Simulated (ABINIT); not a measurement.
Band structure of CaI2 (P-3m1, 3 atoms in the cell).

```
CELL_PARAMETERS angstrom
      4.52897     0.00000     0.00000
     -2.26449     3.92220     0.00000
      0.00000     0.00000     7.20983
ATOMIC_POSITIONS crystal
  Ca 0.00000 0.00000 0.00000
  I  0.33333 0.66667 0.24430
  I  0.66667 0.33333 0.75570
```

Method: PBEsol, norm-conserving pseudopotentials (PseudoDojo nc-sr-04 PBEsol standard) (plane waves; ABINIT 10.0.3).

Settings: pseudos = [Ca.upf, I.upf]; ecut = 35 Ha; occopt = 1; ngkpt = 5 5 3; nshiftk = 1; shiftk = 0 0 0; potentials = PseudoDojo nc-sr-04 PBEsol standard; kptopt = 1; nstep = 100; tolvrs1 = 1e-12; diemac = 4; ndtset = 2; getden2 = 1.

The starting cell comes from a database of computed structures (which also holds hypothetical and non-ambient phases and stackings), without a prior relaxation at this level. Spin-orbit coupling is off.

Predict the gap along the standard path and the places of the band edges.

The gap along the path is 3.58 eV, from Γ to M; the smallest direct gap on it is 4.05 eV.

Levels in eV from the top of the valence band on the SCF mesh, bands 9 to 16:
```json
[
 {"point": "Γ", "9": "-0.89", "10": "-0.17", "11": "-0.17", "12": "0.00", "13": "4.05", "14": "4.43", "15": "4.43", "16": "4.65"},
 {"point": "M", "9": "-1.23", "10": "-0.95", "11": "-0.91", "12": "-0.78", "13": "3.58", "14": "5.18", "15": "5.38", "16": "5.77"},
 {"point": "K", "9": "-1.68", "10": "-1.09", "11": "-1.05", "12": "-1.05", "13": "4.55", "14": "4.92", "15": "4.92", "16": "5.66"},
 {"point": "A", "9": "-0.82", "10": "-0.82", "11": "-0.26", "12": "-0.26", "13": "4.29", "14": "4.39", "15": "4.39", "16": "5.25"},
 {"point": "L", "9": "-0.94", "10": "-0.85", "11": "-0.79", "12": "-0.66", "13": "3.68", "14": "5.16", "15": "5.36", "16": "5.43"},
 {"point": "H", "9": "-1.88", "10": "-1.37", "11": "-0.68", "12": "-0.68", "13": "4.78", "14": "4.81", "15": "4.81", "16": "5.94"}
]
```
